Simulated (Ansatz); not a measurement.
The reference is SnO$_{2}$ in the rutile structure (space group P4_2/mnm, No. 136; a = 4.760 Å, c = 3.201 Å). Axes: x, y, z lie along a, b, c of the conventional cell.

The values are results of r2SCAN in Ansatz (plane waves to 500 eV, PAW, spin-orbit coupling left out), not measurements.

For the base:

- Valence-band top at Γ: 0.00, -0.77, -0.77 eV
- Electron mass: 0.19 mₑ along c, 0.22 mₑ across (at Γ)
- Gap character: direct at Γ

Perturbation: a pure shear with ε_xy = ε_yx = 0.0089, atoms relaxed at fixed cell.

### Question
How does this affect the energy relative to the base, valence-band top at Γ, stress, electron mass and gap character?

### Answer
The energy grows by 2.4 meV/atom; the valence-band top at Γ (three highest levels, from the VBM) changes from 0.00, -0.77, -0.77 eV to 0.00, -0.71, -0.82 eV; the stress (xx, yy, zz, yz, xz, xy; compression positive) amounts to (0.09, 0.09, 0.08, 0.00, 0.00, -3.64) GPa; the electron mass changes from 0.19 mₑ along c, 0.22 mₑ across (at Γ) to 0.19 mₑ along z, 0.23 mₑ across (at Γ); the gap character is still direct at Γ.

The cells carry an imposed strain or load. Effective masses come from finite differences of ±0.01 Å⁻¹. No phonon test of stability was made. Labels are those of the standard path for the cell's own space group.

Ansatz is a quantum-chemistry and plane-wave program.
